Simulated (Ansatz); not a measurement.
The parent structure is ZnS in the wurtzite structure (space group P6_3mc, No. 186; a = 3.806 Å, c = 6.245 Å).

Computed with r2SCAN/PAW in Ansatz (a program for electronic structure), scalar-relativistic without spin-orbit coupling.

For the base:

Volume per atom: 19.59 Å³
Electron mass: 0.18 mₑ along c, 0.21 mₑ across (at Γ)
Valence-band top at Γ: 0.00, 0.00, -0.08 eV

It is then changed as follows: a hydrostatic pressure of 10 GPa.

### Question
What does the calculation give for the volume per atom after the change?

### Answer
The volume per atom drops by 1.91 Å³ (19.59 Å³ → 17.68 Å³).

### Question
What happens to the electron mass?

### Answer
The electron mass becomes 0.19 mₑ along c, 0.23 mₑ across (at Γ) (base: 0.18 mₑ along c, 0.21 mₑ across (at Γ)).

### Question
What happens to the valence-band top at Γ?

### Answer
The valence-band top at Γ (three highest levels, from the VBM) becomes 0.00, 0.00, -0.13 eV (base: 0.00, 0.00, -0.08 eV).

The levels and masses belong to the bands next to the band gap. Load acts through the strain it causes; cell and atoms are relaxed under it. Masses are band curvatures over ±0.01 Å⁻¹ around the edge. No phonon test of stability was made. Tetrahedral semiconductors of this kind turn to denser phases somewhere between about 1 and 50 GPa; those were not computed, so compressed cells here can lie past the real transition.
